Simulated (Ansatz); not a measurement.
Results of PBEsol (plane waves, PAW; Ansatz, a program for electronic structure) for Bi₂Te₃ (model structure, started from the A-La2O3 type, P-3m1, No. 164, 5 atoms in the cell).

Settings: plane-wave cutoff 500 eV, 12×12×6 k mesh (along the axes of the cell as run), Fermi–Dirac smearing 0.05 eV, scalar-relativistic PAW data made under PBE.

Cell (relaxed at this level):

Bi2Te3 is modelled in the trigonal space group P-3m1 (No. 164), Pearson symbol hP5. Lattice parameters: a = b = 4.350 Å, c = 10.557 Å, α = β = 90.00°, γ = 120.00°. Bi on 2d sees 3 Te at 3.051 Å and 3 Te at 3.228 Å (octahedral). Te1 on 1a is surrounded by 6 Bi at 3.228 Å (octahedral). Te2 on 2d has 3 Bi at 3.051 Å (trigonal pyramidal). (Neighbours: up to the widest gap in distance over summed covalent radii, below 1.35, at either atom; cation-cation and far metal-metal contacts left out.)

Q: Give the computed band gap.

A: 
- band gap = 0.46 eV (on the SCF k mesh)

Note: the relaxation could raise the start's symmetry but not lower it, so the cell can be a saddle point.

Spin–orbit coupling is not included; with these elements it can move the gap by several tenths of an eV or more.

Computed values are for the static lattice.

The result took roughly 10 core-minutes.

A model structure was made by putting elements into a prototype or built by hand; it is no filed structure, need not be a known phase, and can be a saddle point held by its symmetry.
